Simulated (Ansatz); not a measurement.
The parent structure is MgO in the rock salt structure (space group Fm-3m, No. 225; a = 4.204 Å).

Calculations: r2SCAN (Ansatz, a program for electronic structure), no SOC.

One change was made to it. Results:

| quantity | base | after |
|---|---|---|
| band gap | 5.68 eV | 7.19 eV |
| volume per atom | 9.29 Å³ | 8.11 Å³ |
| gap character | direct at Γ | direct at Γ |
| electron mass | 0.36 mₑ (at Γ) | 0.41 mₑ (at Γ) |
| hole mass (degenerate bands, along [100]) | 0.42, 2.1, 2.1 mₑ (at Γ) | 0.44, 1.9, 1.9 mₑ (at Γ) |

Task: Which of these changes matches the shifts?
A. pressure 30 GPa
B. pressure 9 GPa
C. pressure 0.9 GPa

Result: A, pressure 30 GPa. For comparison, the band gap in the other runs: pressure 9 GPa gives 6.20 eV; pressure 0.9 GPa gives 5.74 eV.

Load acts through the strain it causes; cell and atoms are relaxed under it. Masses are band curvatures over ±0.01 Å⁻¹ around the edge. Whether these cells are dynamically stable was not tested. No other phases were tried under pressure.
